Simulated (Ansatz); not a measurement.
**V3Si, element substitutions**

Take V3Si in the A15 (Cr3Si type) structure (space group Pm-3n, No. 223) as the base.

V3Si is taken in the cubic space group Pm-3n (No. 223), the A15 (Cr3Si type) structure, Pearson symbol cP8. Cell: a = b = c = 4.6495 Å, α = β = γ = 90.00°. V on 6c is coordinated by 2 V at 2.325 Å and 8 V at 2.847 Å and 4 Si at 2.599 Å. Si on 2a has 12 V at 2.599 Å. (Neighbours: up to the widest gap in distance over summed covalent radii, below 1.35, at either atom; cation-cation and far metal-metal contacts left out.)

Each row replaces one element on all its sites; cell and atoms are relaxed.

Method: PBEsol in Ansatz (plane waves to 420 eV, PAW, without spin-orbit coupling).

```csv
variant,density,shortest interatomic distance
base,5.98 g/cm³,2.325 Å
Si → Mg,5.15 g/cm³,2.426 Å
Si → Pt,10.75 g/cm³,2.377 Å
V → Nb,7.86 g/cm³,2.530 Å
```

No phonon test of stability was made. As relaxed here, MgV3 is a hypothetical phase, not in the database extracts checked. For Nb3Si in this form, whether it has been made was not checked. Starting moments died away, wholly or in part, for Si → Mg, the base and Si → Pt; another magnetic solution may exist. The final runs are not spin-polarised. Nb3Si has a high density of states at the Fermi level and may be magnetic at this level.

Ansatz is a program for electronic structure.
